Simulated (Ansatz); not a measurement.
Consider Sn (space group I4_1/amd, No. 141; a = 5.888 Å, c = 3.187 Å; relaxed with 0.1 eV smearing). Axes: x, y, z lie along a, b, c of the conventional cell.

The values are results of Ansatz (an electronic-structure program) r2SCAN, without spin-orbit coupling, earlier PAW set, not measurements.

Before the change:

- Volume per atom: 27.63 Å³

The change: tensile biaxial strain of 0.64 % in the plane normal to [001], as in epitaxy on a mismatched substrate; the out-of-plane cell vector and the atoms relax.

**Question.** Estimate the effect on the volume per atom and energy relative to the base.

**Answer.** The volume per atom rises by 0.23 Å³ (27.63 Å³ → 27.86 Å³); the energy rises by 0.8 meV/atom.

A biaxial case was relaxed in a doubled cell and then solved in the primitive one. Stability against distortions was not tested.
